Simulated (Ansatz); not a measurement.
Worked example: relaxation of the atoms of Cs2LiScCl6 (P1, 20 atoms in the cell) in Ansatz (an electronic-structure program).

Computed with LDA (PW92), default PAW files made with PBE (plane waves; Ansatz).

This input was run:

Ansatz 0.2 input:
```yaml
crystal:
  lattice:
    - [3.632198, 2.097050, 11.943549]
    - [-3.632198, 2.097050, 11.943549]
    - [0.000000, -4.194100, 11.943549]
  atoms:
    - { symbol: Sc, position: [0.502435, 0.501285, 0.499040] }
    - { symbol: Cl, position: [0.615055, 0.141840, 0.619819] }
    - { symbol: Cl, position: [0.609055, 0.618451, 0.148044] }
    - { symbol: Cl, position: [0.158431, 0.619350, 0.598347] }
    - { symbol: Cl, position: [0.395315, 0.839346, 0.388286] }
    - { symbol: Cl, position: [0.859374, 0.392811, 0.371036] }
    - { symbol: Cl, position: [0.387349, 0.387287, 0.839613] }
    - { symbol: Cs, position: [0.129403, 0.118799, 0.138635] }
    - { symbol: Cs, position: [0.876562, 0.876254, 0.864938] }
    - { symbol: Cl, position: [0.797592, 0.285332, 0.797964] }
    - { symbol: Cl, position: [0.796664, 0.803681, 0.277704] }
    - { symbol: Cl, position: [0.276028, 0.796804, 0.804991] }
    - { symbol: Cl, position: [0.205268, 0.707632, 0.208230] }
    - { symbol: Cl, position: [0.714645, 0.204872, 0.199912] }
    - { symbol: Cl, position: [0.203397, 0.201264, 0.721874] }
    - { symbol: Sc, position: [-0.003154, 0.001564, 0.000302] }
    - { symbol: Cs, position: [0.280613, 0.307421, 0.278634] }
    - { symbol: Cs, position: [0.696451, 0.711818, 0.723220] }
    - { symbol: Li, position: [0.401382, 0.406028, 0.421783] }
    - { symbol: Li, position: [0.598134, 0.578160, 0.597631] }
basis:
  ecutwfc: 30.9 Ry
kpoints:
  mp_grid: { grid: [3, 3, 3] }
hamiltonian:
  xc: lda
  pseudopotentials: { kind: paw }
scf:
  occupations: { method: gaussian, width: 0.0037 Ry }
relax:
  f_tol: 0.03
output:
  forces: true
  eigenvalues: true
  stress: true
```

The program printed (abridged):

```
   [... SCF lines of the steps left out ...]
relax step   1: F+E_penalty+E_count = -39171.70519599 eV  Δ(F+E_penalty+E_count) = +0.000e0 eV  max|allowed force component| = 1.046e0 eV/Å  Δτ_max = 0.0000 Å  (6 SCF iters, dr2 threshold 2.25e-5 eV, accepted)
relax step   2: F+E_penalty+E_count = -39171.88896224 eV  Δ(F+E_penalty+E_count) = -1.838e-1 eV  max|allowed force component| = 3.383e-1 eV/Å  Δτ_max = 0.1076 Å  (5 SCF iters, dr2 threshold 6.83e-5 eV, accepted)
relax step   3: F+E_penalty+E_count = -39171.91794128 eV  Δ(F+E_penalty+E_count) = -2.898e-2 eV  max|allowed force component| = 1.328e-1 eV/Å  Δτ_max = 0.0416 Å  (5 SCF iters, dr2 threshold 7.15e-6 eV, accepted)
relax step   4: F+E_penalty+E_count = -39171.93206520 eV  Δ(F+E_penalty+E_count) = -1.412e-2 eV  max|allowed force component| = 1.888e-2 eV/Å  Δτ_max = 0.0733 Å  (6 SCF iters, dr2 threshold 1.85e-6 eV, accepted)
relax step   5: F+E_penalty+E_count = -39171.93206539 eV  Δ(F+E_penalty+E_count) = -1.892e-7 eV  max|allowed force component| = 1.875e-2 eV/Å  Δτ_max = 0.0000 Å  (3 SCF iters, accepted)
Stability not checked: this state was not tested for a lower state beside it, because too few of the mixer's solves of this state at the end of the SCF gave a …
Free energy (F): -39171.932065 eV
Internal energy: -39171.932065 eV  (E = F + TS)
E sigma→0 (E₀):  -39171.932065 eV
Fermi energy:    4.296783 eV
--- Forces (eV/Å), atoms counted from 1 ---
  atom   1  Sc     0.00339779     0.00191558    -0.00161724
  atom   2  Cl    -0.01107108     0.00493564    -0.01059650
  atom   3  Cl    -0.00121747    -0.01360099    -0.01249245
  atom   4  Cl     0.00940026     0.00324774    -0.01022960
  atom   5  Cl     0.00912433    -0.00654606     0.01112414
  atom   6  Cl    -0.01189997    -0.00646296     0.01077405
   [... lines left out ...]
    - { symbol: Cs, position: [0.2893615016150241, 0.2912954095819683, 0.28915435833458714] }
    - { symbol: Cs, position: [0.7090026901535728, 0.710501582277769, 0.7111374191072188] }
    - { symbol: Li, position: [0.41009769262765566, 0.4112640216947422, 0.41296089052046314] }
    - { symbol: Li, position: [0.5893325249889029, 0.5880282409235028, 0.5884208736190004] }
```

The run converged. 

Summary of the result:
- Free energy E − TS (on the zero of these files): -39171.9321 eV
- Top of the valence band (on the code's own zero): 2.42 eV
- Gap on the k-point mesh: 3.76 eV
- Pressure: -1.97 GPa
- Largest force (vector length): 0.019 eV/Å
- Relaxation steps: 5

The starting cell comes from a database of published, mostly measured structures (it also holds non-ambient and calculated ones), without a prior relaxation at this level. Its lattice was rescaled by a random factor within 2.5 % of one. For this run, on top of that: atoms moved at random. Ansatz's pressure includes its estimate of the finite-basis (Pulay) stress.

Cost on one core of a shared machine: roughly 8 min.
